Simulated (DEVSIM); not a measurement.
Device: Si p+/n-/n+ power diode, at 400 K.

| layer (left to right) | material | thickness (μm) | Nd (cm⁻³) | Na (cm⁻³) | τn (s) | τp (s) |
|---|---|---|---|---|---|---|
| 1 | Si | 2.20 | - | 5.3e18 | 3.6e-6 | 3.6e-6 |
| 2 | Si | 9.40 | 1.3e16 | - | 3.6e-6 | 3.6e-6 |
| 3 | Si | 1.40 | 1e18 | - | 3.6e-6 | 3.6e-6 |

Left contact: ohmic. Right contact: ohmic. Voltage is applied to the left contact. Recombination: SRH at mid-gap, radiative, Auger. Mobility is μmin + (μ − μmin)/(1 + (N/Nref)^α).

This is a model device: material constants are rounded textbook-type values typed into the input, and sizes, dopings and lifetimes were drawn at random. Values at 300 K; Nc and Nv go as T^1.5, mobilities as T to minus their exponent, the gap by Varshni's rule with the affinity fixed.

| parameter | Si |
|---|---|
| gap (eV) | 1.124 |
| affinity (eV) | 4.05 |
| permittivity | 11.7 |
| Nc (cm⁻³) | 2.86e19 |
| Nv (cm⁻³) | 3.1e19 |
| μn (cm²/Vs) | 1417 |
| μp (cm²/Vs) | 470 |
| μn,min | 52 |
| μp,min | 45 |
| Nref,n | 9.7e16 |
| Nref,p | 2.2e17 |
| αn | 0.68 |
| αp | 0.72 |
| T exponent of μn | 2.3 |
| T exponent of μp | 2.2 |
| B (cm³/s) | 4.7e-15 |
| Cn (cm⁶/s) | 2.8e-31 |
| Cp (cm⁶/s) | 9.9e-32 |
| Varshni α (eV/K) | 0.000473 |
| Varshni β (K) | 636 |

DEVSIM, 1D drift-diffusion, Boltzmann statistics, complete ionisation; no tunnelling, impact ionisation, image-force lowering or self-heating.

The minority lifetime in layer 2 was swept, all else fixed.

```tsv
minority lifetime in layer 2 (s)	dark forward voltage at 1 A/cm² (V)
1.1e-7	___
3.6e-7	0.517
1.1e-6	0.527
3.6e-6	0.537
1.1e-5	0.543
3.6e-5	0.545
0.00011	0.546
```

Task: Fill in the missing entries.

Result: 
- 1.1e-7, dark forward voltage at 1 A/cm² (V): 0.509
